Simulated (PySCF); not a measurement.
PySCF 2.14.0, unrestricted WB97X/def2-svpd, df: Mn(SH)2(OH2)2 ([OH2]->[Mn](<-[OH2])([SH])[SH]), charge 0, multiplicity 6, 11 atoms. The geometry is a generated start, not checked to be a minimum at this level.

* **task**: energy
* **method**: wb97x
* **basis**: def2-svpd
* **two-electron scheme**: density fitting
* **mol.max_memory**: 3000 MB
* **mf.max_cycle**: 100
* **mf.conv_tol**: 1e-09 (default)
* **mf.grids.level**: 3 (default)
* **basis functions**: 182
* **grid points**: 145680

```xyz
11

Mn     0.1879     0.0016    -0.0166
S      1.3630    -0.3824    -1.9580
H      2.5694    -0.1291    -1.4519
S      1.2779     0.5826     1.9101
H      0.0851     0.5672     2.5181
O     -1.1795     1.7878    -0.5705
H     -1.0445     1.9860    -1.5072
H     -0.9398     2.5777    -0.0694
O     -0.9317    -1.9833     0.3892
H     -0.5482    -2.4557     1.1416
H     -0.8397    -2.5523    -0.3853
```

Charge 0 and multiplicity 6 are set for this test and not shown to be the ground state.

With the defaults (mf.DIIS = CDIIS, mf.diis = true, mf.damp = 0, mf.diis_start_cycle = 1, mf.init_guess = minao, mf.diis_space = 8, newton = off) it converges in 98 Fock builds. One run each on 2 threads, 1 BLAS thread, with these changes:
- mf.init_guess = mod_huckel
- mf.diis = false
- mf.diis_space = 3
- mf.init_guess = sap
- newton = Hessian by the SCF's own integrals
- mf.init_guess = atom
- mf.DIIS = EDIIS
- mf.diis = false, mf.damp = 0.7, mf.diis_start_cycle = 999
- mf.diis_space = 5

Question: Name the settings that don't reach the solution of the defaults.

Answer: No convergence: mf.DIIS = EDIIS; mf.diis = false; mf.diis = false, mf.damp = 0.7, mf.diis_start_cycle = 999 (the run ends without SCF convergence in 100 cycles). The rest reach the solution of the defaults.

```
setting                                                    Fock builds             end
---------------------------------------------------------  -----------  --------------
mf.init_guess = sap                                                 21   same solution
mf.init_guess = mod_huckel                                          22   same solution
mf.init_guess = atom                                                26   same solution
mf.diis_space = 3                                                   41   same solution
mf.diis_space = 5                                                   45   same solution
the defaults                                                        98   same solution
newton = Hessian by the SCF's own integrals                         98   same solution
mf.DIIS = EDIIS                                                    101  no convergence
mf.diis = false                                                    101  no convergence
mf.diis = false, mf.damp = 0.7, mf.diis_start_cycle = 999          101  no convergence
```

Under newton the count holds the products with the orbital Hessian.
